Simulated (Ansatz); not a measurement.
System: Ca₃WO₆ (P2₁/c, No. 14). Method: LDA (plane waves, PAW; Ansatz, an electronic-structure program).

Numerical settings: plane-wave cutoff 500 eV, 8×8×6 k mesh (along the axes of the cell as run), gaussian smearing 0.02 eV, no spin polarisation, scalar-relativistic PAW data made under PBE.

Computed at the level's own relaxed cell.

Question: What does this level give for the volume per atom and band gap?

Answer: 
* **volume per atom**: 12.25 Å³/atom
* **band gap**: 3.21 eV (on the SCF k mesh)

Note: the relaxation could not lower the start's symmetry, so the cell can be a saddle point above a distorted one; the volume lies 5 % below that of the published cell.

Spin–orbit coupling is not included.

The computed numbers hold no vibrational or temperature effects.
